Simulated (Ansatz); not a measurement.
The starting structures come from a database of crystals and need not be the phases stable at ambient conditions.

The decay constant κ of evanescent states in the gap governs leakage through a thin film.

Given:

```xyz
8
Lattice="6.4236 0.0000 0.0000 0.0000 10.9479 0.0000 3.2118 0.0000 3.2118" Properties=species:S:1:pos:R:3 pbc="T T T"
Cs     0.0000     5.4740     0.0000
Cd     4.8177     9.1831     1.6059
Cd     4.8177     1.7648     1.6059
Cd     1.6059     9.1831     1.6059
Cd     1.6059     1.7648     1.6059
As     3.2118     7.6976     0.0000
As     3.2118     3.2503     0.0000
As     0.0000     0.0000     0.0000
```

Space group of this cell: P4/mmm. The cell is taken as given.

Transport runs along the normal of the first two printed cell vectors, the (110) plane of the conventional cell.

The gap is the functional's own. No spin-orbit coupling. Mid-gap values are interpolated on the energy grid.

Q: Predict the band gap and the smallest decay constant κ at mid-gap from r2SCAN (Ansatz, a first-principles code).

A: Gap 0.61 eV on a 10×4×10 mesh; κ = 0.068 1/Å, at the zone centre.
